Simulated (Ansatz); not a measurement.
The parent structure is CdS in the zinc blende structure (space group F-43m, No. 216; a = 5.7566 Å). Axes: x, y, z lie along the cube axes.

All numbers come from LDA (Ansatz, a first-principles code), no SOC.

For the base:

```
Item                                 Value
---------------------  -------------------
Band gap                           0.95 eV
Valence-band top at Γ  0.00, 0.00, 0.00 eV
```

The change: a pure shear with ε_xy = ε_yx = 0.0029, atoms relaxed at fixed cell.

Problem. Predict the new band gap, valence-band top at Γ and stress.

Solution. The band gap shrinks by 0.01 eV, from 0.95 eV to 0.94 eV; the valence-band top at Γ (three highest levels, from the VBM) becomes 0.00, -0.01, -0.02 eV (base: 0.00, 0.00, 0.00 eV); the stress (xx, yy, zz, yz, xz, xy; compression positive) comes out as (0.00, 0.00, 0.00, 0.00, 0.00, -0.16) GPa.

The cells carry an imposed strain or load. Whether these cells are dynamically stable was not tested.
